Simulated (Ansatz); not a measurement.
# How the equilibrium volume per atom of BaSi2 (model structure, started from the C54 type, Fddd, No. 70, 6 atoms in the cell) moves with the method

No measured value is used here.

Problem. Put these levels in order of the equilibrium volume per atom that they give for BaSi2 (model structure, started from the C54 type, Fddd, No. 70, 6 atoms in the cell), smallest first: PBE (Ansatz, an electronic-structure program), PBE-D3(BJ) (Ansatz), PBEsol (Ansatz).

Solution. PBEsol (26.40 Å³/atom), PBE-D3(BJ) (26.68 Å³/atom), PBE (28.19 Å³/atom)

Ansatz's density-functional and Hartree–Fock values are scalar-relativistic unless marked +SOC, with PAW data made under PBE.

A model structure was made by putting elements into a prototype or built by hand; it is no filed structure, need not be a known phase, and can be a saddle point held by its symmetry.
